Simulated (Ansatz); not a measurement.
Yb (Im-3m, No. 229, 1 atoms in the cell; start mp-71; another form than the element's usual one) was calculated with PBEsol in Ansatz (PAW).

Numerical settings: plane-wave cutoff 520 eV, 18×18×18 k mesh, Fermi–Dirac smearing 0.05 eV, no spin polarisation, scalar-relativistic PAW data made under PBE.

Cell (relaxed at this level):

Yb has the cubic space group Im-3m (No. 229), the bcc (W type) structure, Pearson symbol cI2. Conventional cell: a = b = c = 3.9878 Å, α = β = γ = 90.00°. Yb on 2a is coordinated by 8 Yb at 3.454 Å and 6 Yb at 3.988 Å. (Neighbours: up to the widest gap in distance over summed covalent radii, below 1.35, at either atom.)
(The calculation used a cell of 1 atom; values per cell refer to that cell.)

What does this level give for the bulk modulus B0?


bulk modulus B0: 23.4 GPa

Note: the run has no spin polarisation, so it can have missed a magnetic state; the bulk modulus is −V dP/dV from two relaxed cells at ±2 % in volume; the relaxation could not lower the start's symmetry, so the cell can be a saddle point above a distorted one; the 4f shell is treated without U or exact exchange, so its levels and filling can be wrong.

Spin–orbit coupling is not included.

Static lattice: no zero-point or thermal effects.

It cost about 50 core-seconds (a rough figure) of CPU time.

A start named mp-… is a Materials Project structure, which need not be a measured phase.

Ansatz is a program for electronic structure.
